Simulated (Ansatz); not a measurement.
**cubic BaZrO3 (1 1 0) on germanium (1 1 0) (film strained to the substrate, started from cuts of the bulks and a machine-learned relaxation; slabs Ge16 and Ba4Zr4O10, which can lie off the formulas)**

A periodic stack without vacuum, cubic BaZrO3 (1 1 0) on germanium (1 1 0) (film strained to the substrate, started from cuts of the bulks and a machine-learned relaxation; slabs Ge16 and Ba4Zr4O10, which can lie off the formulas): substrate slab Ge16, film Ba4Zr4O10, surface cells [[0, -1], [1, -1]] and [[1, 0], [1, 1]], film strained by -3.7 and -3.7 %, outermost planes Ge/Ge and BaOZr/BaOZr as cut, which need not be the usual terminations and can put a slab off its formula.

The start was prepared with a machine-learned potential, and the result is one local minimum, with the in-plane cell held and forces under 0.04 eV/Å; the film can end far from its bulk form.

Method: PBE (plane waves to 420 eV, PAW; Ansatz, a quantum-chemistry and plane-wave program). Spin–orbit coupling is left out; the runs are not spin-polarised; PBE gaps are too small against experiment. Its k-point mesh 7×4×1, Fermi–Dirac width 0.05 eV.

The interface area comes out as 23.5 Å² and the period comes out as 28.55 Å. The heights between the nearest atoms of the two slabs at the two interfaces comes out as 2.44 and 2.40 Å and the Ba–Ge contacts across the interfaces within 1.22 times the sum of covalent radii is 6, mean 3.49 Å. The Ge–Zr contacts across the interfaces within 1.22 times the sum of covalent radii is 5, mean 3.14 Å.

```yaml
crystal:
  lattice:
    - [4.07294, -0.00004, 0.00087]
    - [4.07306, 5.75942, -0.08194]
    - [-1.01315, -2.81627, 28.58978]
  atoms:
    - { symbol: Ge, position: [0.34200, 0.52525, 0.11561] }
    - { symbol: Ge, position: [0.58863, 0.77862, 0.11590] }
    - { symbol: Ge, position: [0.38033, 0.96875, 0.04210] }
    - { symbol: Ge, position: [0.58328, 0.26519, 0.03992] }
    - { symbol: Ge, position: [0.29150, 0.61086, 0.25914] }
    - { symbol: Ge, position: [0.53989, 0.86252, 0.25868] }
    - { symbol: Ge, position: [0.31311, 0.07167, 0.18723] }
    - { symbol: Ge, position: [0.56193, 0.32301, 0.18768] }
    - { symbol: Ge, position: [0.24499, 0.69203, 0.40196] }
    - { symbol: Ge, position: [0.49511, 0.94205, 0.40177] }
    - { symbol: Ge, position: [0.26840, 0.15136, 0.33040] }
    - { symbol: Ge, position: [0.51669, 0.40299, 0.33061] }
    - { symbol: Ge, position: [0.25748, 0.74627, 0.54787] }
    - { symbol: Ge, position: [0.39038, 0.05198, 0.54756] }
    - { symbol: Ge, position: [0.22297, 0.23143, 0.47313] }
    - { symbol: Ge, position: [0.47110, 0.48398, 0.47332] }
    - { symbol: Ba, position: [0.79100, 0.96078, 0.64412] }
    - { symbol: Zr, position: [0.79289, 0.45475, 0.63351] }
    - { symbol: O, position: [0.29506, 0.45455, 0.64147] }
    - { symbol: Ba, position: [0.26031, 0.51401, 0.74108] }
    - { symbol: Zr, position: [0.25861, 0.01653, 0.74362] }
    - { symbol: O, position: [0.53564, 0.73315, 0.68680] }
    - { symbol: O, position: [0.01874, 0.23490, 0.68775] }
    - { symbol: O, position: [0.76332, 0.01154, 0.74261] }
    - { symbol: Ba, position: [0.72589, 0.07549, 0.85009] }
    - { symbol: Zr, position: [0.72230, 0.57896, 0.84989] }
    - { symbol: O, position: [0.99917, 0.28987, 0.79700] }
    - { symbol: O, position: [0.49825, 0.78874, 0.79517] }
    - { symbol: O, position: [0.23747, 0.56377, 0.84979] }
    - { symbol: Ba, position: [0.17693, 0.65001, 0.95458] }
    - { symbol: Zr, position: [0.18662, 0.14072, 0.95582] }
    - { symbol: O, position: [0.45412, 0.86005, 0.90202] }
    - { symbol: O, position: [0.93454, 0.38140, 0.90897] }
    - { symbol: O, position: [0.72887, 0.09511, 0.94195] }
```
